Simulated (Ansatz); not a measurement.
By PBEsol, the system below comes out a metal.

The ballistic (Sharvin) conductance counts the channels at the Fermi level: G/A = (e²/h) × channels of both spins per area.

Here is the system:

```
CELL_PARAMETERS angstrom
      3.52087     0.00000     0.00000
      0.00000     5.30486     0.00000
      0.00000     2.65243     1.53138
ATOMIC_POSITIONS crystal
  Mg 0.00000 0.00000 0.00000
  B  0.50000 0.33333 0.00000
  B  0.50000 0.66667 0.00000
```

The cell is taken as given; by PBEsol it stands under a pressure of -0.6 GPa.

The current flows along the normal of the first two printed cell vectors, the (110) plane of the conventional cell. No spin-orbit coupling; the value is a mean over 0.1 eV about the Fermi level.

Task: Give the ballistic conductance per area that PBEsol (Ansatz, an electronic-structure program) yields.

Result: 0.86 × 10¹⁵ S/m² for both spins.
